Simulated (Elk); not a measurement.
Worked example: self-consistent single point of Mg3Sn (I4/mmm, 4 atoms in the cell) in Elk.

Level of theory: Elk 10.2.4 with LDA (PW92), all-electron FP-LAPW, Elk's shipped species files, LAPW+lo basis.

```xyz
4
Lattice="-2.2315 2.2315 4.4998 2.2315 -2.2315 4.4998 2.2315 2.2315 -4.4998" Properties=species:S:1:pos:R:3 pbc="T T T"
Mg     0.0000     0.0000     4.4998
Mg     2.2315     0.0000     2.2499
Mg     0.0000     2.2315     2.2499
Sn     0.0000     0.0000     0.0000
```

Reference input (self-consistent single point, DFT, PBEsol, all-electron FP-LAPW, Elk's shipped species files, LAPW+lo basis): xctype = 22; rgkmax = 8; stype = 0; swidth = 0.00999582 Ha; ngridk = 8 8 8; gmaxvr = 14 1/bohr; nxoapwlo = 1. This run's input differs from it in these lines:

```diff
@@ -4,3 +4,3 @@
 xctype
-  22
+  3
```

Output (repeated stretches shortened):

```
│ Self-consistent loop started │
│ Loop number : 1 │
 total energy                :     -6775.47985501
│ Loop number : 2 │
 total energy                :     -6775.44101717
RMS change in Kohn-Sham potential (target) :   0.2991728323E-01 (  0.1000000000E-05)
Absolute change in total energy (target)   :   0.3883784168E-01 (  0.1000000000E-03)
│ Loop number : 3 │
 total energy                :     -6775.35647840
RMS change in Kohn-Sham potential (target) :   0.2873520625E-01 (  0.1000000000E-05)
Absolute change in total energy (target)   :   0.9424823454E-01 (  0.1000000000E-03)
│ Loop number : 4 │
   [... lines left out ...]
Absolute change in total energy (target)   :   0.9646311382E-03 (  0.1000000000E-03)
│ Loop number : 13 │
 total energy                :     -6772.34239546
RMS change in Kohn-Sham potential (target) :   0.7322541529E-07 (  0.1000000000E-05)
Absolute change in total energy (target)   :   0.2854161448E-03 (  0.1000000000E-03)
│ Loop number : 14 │
 total energy                :     -6772.34239119
RMS change in Kohn-Sham potential (target) :   0.4547607820E-07 (  0.1000000000E-05)
Absolute change in total energy (target)   :   0.7562735664E-04 (  0.1000000000E-03)
Convergence targets achieved

│ Loop number : 15 │

Energies :
 Fermi                       :     0.179158078191
 total energy                :     -6772.34239207

Density of states at Fermi energy :    45.01654240
 (states/Hartree/unit cell)

Estimated indirect band gap :   0.6396464548E-03
 from k-point     16 to k-point     30
Estimated direct band gap   :   0.1052273181E-01
 at k-point     17

Charges :
 core                        :    36.00000000
 valence                     :    50.00000000
 interstitial                :    6.342174212
 muffin-tins (core leakage)
  species :    1 (Mg)
   atom    1                 :    10.48544261     (  0.8881784197E-15)
   atom    2                 :    10.47906926     (  0.2220446049E-15)
   atom    3                 :    10.47906926     (  0.2220446049E-15)
  species :    2 (Sn)
   atom    1                 :    48.21424465     (  0.6824962136E-04)
 total in muffin-tins        :    79.65782579
 total calculated charge     :    85.98044197
 total charge                :    86.00000000
 error                       :   0.1955802950E-01

│ Self-consistent loop stopped │
```

The run converged in 15 iterations. The count includes the last loop, which Elk runs after its targets are met. 

The starting cell comes from a database of computed structures (which also holds hypothetical and non-ambient phases and stackings), without a prior relaxation at this level. Values depend on the basis (sphere radii, cutoffs, local orbitals), which need not be converged. The log's line on a gap gives a spacing of levels on this mesh, which the program prints for metals too.

Cost on one core of a shared machine: roughly 2 min.
